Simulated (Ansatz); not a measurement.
# Convergence study of the k-point mesh for IrRh3 (I4mm, 4 atoms in the cell)

```
CELL_PARAMETERS angstrom
     -1.91250     1.91250     3.83094
      1.91250    -1.91250     3.83094
      1.91250     1.91250    -3.83094
ATOMIC_POSITIONS crystal
  Ir 0.00653 0.00653 0.00000
  Rh 0.75000 0.25000 0.50000
  Rh 0.25000 0.75000 0.50000
  Rh 0.50000 0.50000 0.00000
```

Computed with LDA (PW92), default PAW files made with PBE (plane waves; Ansatz, a program for electronic structure).

Base settings: basis.ecutwfc = 420 eV; kpoints.mp_grid.grid = 12 12 12; hamiltonian.xc = lda; hamiltonian.pseudopotentials = {kind: paw} (the program's default PAW files); scf.occupations.method = fermi_dirac; scf.occupations.width = 0.1 eV.

The second cell is the first with its lattice scaled by 0.98.

Only quantities that move along the ladder and can be compared are tabulated.

The count of work is k-points × plane waves × bands × iterations; it is no time. Core times come from one kind of shared machine, to one figure; runs under 30 s give none.

The starting cell comes from a database of computed structures (which also holds hypothetical and non-ambient phases and stackings), without a prior relaxation at this level. Its lattice was rescaled by up to half a per cent. One atom was moved a little off its site on purpose. Spin polarisation is off. In the base run, with a pressure of about -14 GPa the cell is away from its equilibrium volume at this level. Ansatz's pressure includes its estimate of the finite-basis (Pulay) stress.

```csv
kpoints.mp_grid.grid,free energy less the last step's (meV/atom),energy of the compressed cell less the first (meV/atom),pressure (GPa),largest difference of a force vector from the last step's (eV/Å),count of work / last,core time / last (rough)
2 2 2,83.77,-26.38,-13.49,0.153,0.0055,–
3 3 3,30.84,-20.06,-12.95,0.089,0.0083,–
4 4 4,31.09,-19.40,-12.70,0.182,0.018,–
5 5 5,-14.36,-27.01,-14.13,0.023,0.025,–
6 6 6,-3.80,-25.42,-13.84,0.026,0.041,–
8 8 8,-0.50,-24.99,-13.76,0.002,0.081,–
10 10 10,-0.02,-25.15,-13.79,0.003,0.14,–
12 12 12,-0.29,-25.29,-13.81,0.001,0.22,–
14 14 14,0.02,-25.21,-13.80,0.001,0.34,0.3
17 17 17,0.04,-25.19,-13.80,0.000,0.56,0.5
21 21 21,0.00,-25.22,-13.80,0.000,1.0,1
```

Coarsest kpoints.mp_grid.grid that holds the forces within 0.005 eV/Å of the last step, with all finer ones: 8 8 8, at 0.081 of the last step's count of work; the step before is off by 0.026 eV/Å.

Coarsest kpoints.mp_grid.grid that holds the pressure within 0.5 GPa of the last step, with all finer ones: 5 5 5, at 0.025 of the last step's count of work; the step before is off by 1.1 GPa.

Coarsest kpoints.mp_grid.grid that holds the free energy within 1 meV/atom of the last step, with all finer ones: 8 8 8, at 0.081 of the last step's count of work; the step before is off by 3.8 meV/atom.

The energy difference between the two cells stays within 1 meV/atom of the last step's from 6 6 6 on, the total only from 8 8 8 on: much of the error is common to both cells and cancels.

Two neighbours can agree and both be off: 3 3 3 and 4 4 4 differ by 0.25 meV/atom in the free energy, yet lie about 31 meV/atom from the last step.

Keys are those of Ansatz 0.2.
